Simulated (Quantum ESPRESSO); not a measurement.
Input and output of a self-consistent single point for Zr2InN (P6_3/mmc, 8 atoms in the cell) (Quantum ESPRESSO).

Level of theory: BLYP, GBRV 1.5 ultrasoft (PBE) pseudopotentials (plane waves; Quantum ESPRESSO).

```
Zr2InN
1.0
    3.29021     0.00000     0.00000
   -1.64511     2.84940     0.00000
    0.00000     0.00000    14.93118
Zr In N
4 2 2
Cartesian
  1.64511   0.94980  13.67935
  0.00000   1.89960   1.25183
  0.00000   1.89960   6.21376
  1.64511   0.94980   8.71742
  1.64511   0.94980   3.73279
  0.00000   1.89960  11.19839
  0.00000   0.00000   0.00000
  0.00000   0.00000   7.46559
```

Reference input (self-consistent single point, DFT, PBEsol, plane waves, GBRV 1.5 ultrasoft (PBESOL) pseudopotentials): ecutwfc = 40 Ry; ecutrho = 320 Ry; occupations = smearing; smearing = methfessel-paxton; degauss = 0.0036749 Ry; potentials = {Zr: zr_pbesol_v1.uspp.F.UPF, In: in_pbesol_v1.4.uspp.F.UPF, N: n_pbesol_v1.2.uspp.F.UPF}; K_POINTS = automatic 6 6 2 0 0 0; conv_thr = 1e-11 Ry; mixing_beta = 0.4. This run's input differs from it in these lines:

```diff
@@ -19,2 +19,3 @@
  degauss = 0.0036749,
+ input_dft = 'blyp',
 /
@@ -25,5 +26,5 @@
 ATOMIC_SPECIES
-Zr    91.2240  zr_pbesol_v1.uspp.F.UPF
-In   114.8180  in_pbesol_v1.4.uspp.F.UPF
-N     14.0070  n_pbesol_v1.2.uspp.F.UPF
+Zr    91.2240  zr_pbe_v1.uspp.F.UPF
+In   114.8180  in_pbe_v1.4.uspp.F.UPF
+N     14.0070  n_pbe_v1.2.uspp.F.UPF
 ATOMIC_POSITIONS crystal
```

Log, with long lists cut:

```
     Self-consistent Calculation

     iteration #  1     ecut=    40.00 Ry     beta= 0.40

     negative rho (up, down):  2.515E-01 0.000E+00

     total energy              =    -696.89327591 Ry
     estimated scf accuracy    <      15.01026008 Ry

     iteration #  2     ecut=    40.00 Ry     beta= 0.40

     negative rho (up, down):  2.504E-01 0.000E+00

     total energy              =    -699.69142268 Ry
     estimated scf accuracy    <      22.78305254 Ry

     iteration #  3     ecut=    40.00 Ry     beta= 0.40

     negative rho (up, down):  2.501E-01 0.000E+00

     total energy              =    -702.84220859 Ry
   [... lines left out ...]

     iteration # 15     ecut=    40.00 Ry     beta= 0.40
     Minimization algorithm failed to find Fermi energy: reverting to bisection
     Possible cause: smearing is larger than the electronic band-gap.

     negative rho (up, down):  2.501E-01 0.000E+00

     total energy              =    -702.89973685 Ry
     estimated scf accuracy    <          4.7E-11 Ry

     iteration # 16     ecut=    40.00 Ry     beta= 0.40
     Minimization algorithm failed to find Fermi energy: reverting to bisection
     Possible cause: smearing is larger than the electronic band-gap.

     negative rho (up, down):  2.501E-01 0.000E+00
     End of self-consistent calculation

     the Fermi energy is    15.2068 ev

!    total energy              =    -702.89973685 Ry
     estimated scf accuracy    <          4.2E-12 Ry
     smearing contrib. (-TS)   =      -0.00002848 Ry
     internal energy E=F+TS    =    -702.89970837 Ry

     convergence has been achieved in  16 iterations

     negative rho (up, down):  2.501E-01 0.000E+00

     Forces acting on atoms (cartesian axes, Ry/au):

     atom    1 type  1   force =     0.00000000   -0.00000000   -0.00817811
     atom    2 type  1   force =     0.00000000   -0.00000000    0.00817811
     atom    3 type  1   force =     0.00000000    0.00000000   -0.00817811
     atom    4 type  1   force =    -0.00000000    0.00000000    0.00817811
     atom    5 type  2   force =    -0.00000000   -0.00000000    0.00000000
   [... lines left out ...]
     Total force =     0.016356     Total SCF correction =     0.000010
   [... lines left out ...]

     negative rho (up, down):  2.501E-01 0.000E+00
          total   stress  (Ry/bohr**3)                   (kbar)     P=       61.53
   0.00042954  -0.00000000   0.00000000           63.19       -0.00        0.00
  -0.00000000   0.00042954   0.00000000           -0.00       63.19        0.00
   0.00000000   0.00000000   0.00039574            0.00        0.00       58.22

   JOB DONE.
```

The run converged in 16 iterations. Against the reference run the pressure goes from -4.70 to 6.15 GPa and the largest force goes from 0.330 to 0.210 eV/Å.

The starting cell comes from a database of computed structures (which also holds hypothetical and non-ambient phases and stackings), without a prior relaxation at this level. With a pressure of about 6 GPa the cell is away from its equilibrium volume at this level.

Cost on one core of a shared machine: roughly 2 min.
